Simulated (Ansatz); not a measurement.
## LiNbO3 (R3c): band-edge transport data

Data:

```yaml
crystal:
  lattice:
    - [2.56719, 1.48217, 4.60837]
    - [-2.56719, 1.48217, 4.60837]
    - [0.00000, -2.96434, 4.60837]
  atoms:
    - { symbol: Li, position: [0.28077, 0.28077, 0.28077] }
    - { symbol: Li, position: [0.78077, 0.78077, 0.78077] }
    - { symbol: Nb, position: [0.99840, 0.99840, 0.99840] }
    - { symbol: Nb, position: [0.49840, 0.49840, 0.49840] }
    - { symbol: O, position: [0.10932, 0.35999, 0.71862] }
    - { symbol: O, position: [0.71862, 0.10932, 0.35999] }
    - { symbol: O, position: [0.35999, 0.71862, 0.10932] }
    - { symbol: O, position: [0.21862, 0.85999, 0.60932] }
    - { symbol: O, position: [0.85999, 0.60932, 0.21862] }
    - { symbol: O, position: [0.60932, 0.21862, 0.85999] }
```

Calculation: PBEsol, rigid bands (plane waves, PAW, scalar-relativistic; Ansatz, a quantum-chemistry and plane-wave program). Cell: cell and atoms relaxed with PBEsol.

```
Item                                                                  Value
--------------------------------------------  -----------------------------
band gap                                                            3.50 eV
electron conductivity mass (300 K, dilute)    2.1 (x), 2.1 (y), 1.15 (z) mₑ
hole conductivity mass (300 K, dilute)         3.1 (x), 3.1 (y), 4.8 (z) mₑ
effective density of states N_c (300 K)                         6.2e20 cm⁻³
effective density of states N_v (300 K)                         5.9e20 cm⁻³
density-of-states mass, electrons                                    8.5 mₑ
density-of-states mass, holes                                        8.2 mₑ
Seebeck coefficient, n-type 1e19 cm⁻³, 300 K                      -566 μV/K
Seebeck coefficient, p-type 1e19 cm⁻³, 300 K                       585 μV/K
```

Rigid bands; masses and Seebeck coefficients take one relaxation time τ for all states and one kind of carrier; polarons and phonon drag are left out. Spin-orbit coupling is left out; where it splits the top of the valence band, N_v and the p-type Seebeck coefficient come out somewhat high without it.
